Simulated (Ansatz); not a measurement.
The starting structures come from a database of crystals and need not be the phases stable at ambient conditions.

 Where the default PAW files enter, the runs use the earlier of Ansatz's two default sets.

By PBEsol, the system below comes out a metal.

Input:

```xyz
2
Lattice="2.4340 0.0000 0.0000 -1.2170 2.1079 0.0000 0.0000 0.0000 3.9457" Properties=species:S:1:pos:R:3 pbc="T T T"
Mn     1.2170     0.7026     2.9593
Mn     0.0000     1.4053     0.9864
```

Space group of this cell: P6_3/mmc, hcp (Mg type). The cell is strained (all lengths scaled by 0.98); by PBEsol its mean pressure is 6.5 GPa.

The current flows along the normal of the first two printed cell vectors, the (001) plane of the conventional cell. No spin-orbit coupling; the value is a mean over 0.1 eV about the Fermi level.

Task: Estimate the ballistic conductance per area that PBEsol (Ansatz, an electronic-structure program) returns for this system.

Result: 2.1 × 10¹⁵ S/m² for both spins.
